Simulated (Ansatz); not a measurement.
## Response to strain in Hf

Take Hf in the hcp (Mg type) structure (space group P6_3/mmc, No. 194; a = 3.198 Å, c = 5.049 Å; relaxed with 0.1 eV smearing) as the base. Axes: x lies along a and z along c of the hexagonal cell.

Strains are applied to the cell and any free atomic positions relax; under biaxial strain the out-of-plane vector relaxes too.

The values are results of Ansatz (an electronic-structure program) r2SCAN, no SOC, earlier PAW set, not measurements.

Notes on the quantities. pressure: mean of the normal stresses, compression positive.

| variant | pressure | shortest interatomic distance |
|---|---|---|
| base | 0.0 GPa | 5.910 bohr |
| biaxial strain −4.54 %, plane normal [001], relaxed out of plane | 7.5 GPa | 5.769 bohr |
| biaxial strain −3.36 %, plane normal [001], relaxed out of plane | 5.4 GPa | 5.841 bohr |
| biaxial strain −0.65 %, plane normal [001], relaxed out of plane | 1.0 GPa | 5.913 bohr |
| biaxial strain −0.48 %, plane normal [001], relaxed out of plane | 0.7 GPa | 5.912 bohr |
| biaxial strain +0.70 %, plane normal [001], relaxed out of plane | -1.0 GPa | 5.908 bohr |
| biaxial strain +3.34 %, plane normal [001], relaxed out of plane | -4.4 GPa | 5.901 bohr |
| isotropic strain −0.90 % | 3.1 GPa | 5.857 bohr |
| isotropic strain +2.29 % | (withheld) | 6.046 bohr |
| uniaxial strain ε_zz = +2.00 % | -2.1 GPa | 5.988 bohr |

Some entries are withheld; estimate them.


- isotropic strain +2.29 %, pressure: -6.7 GPa

No phonon test of stability was made. The final runs are not spin-polarised.
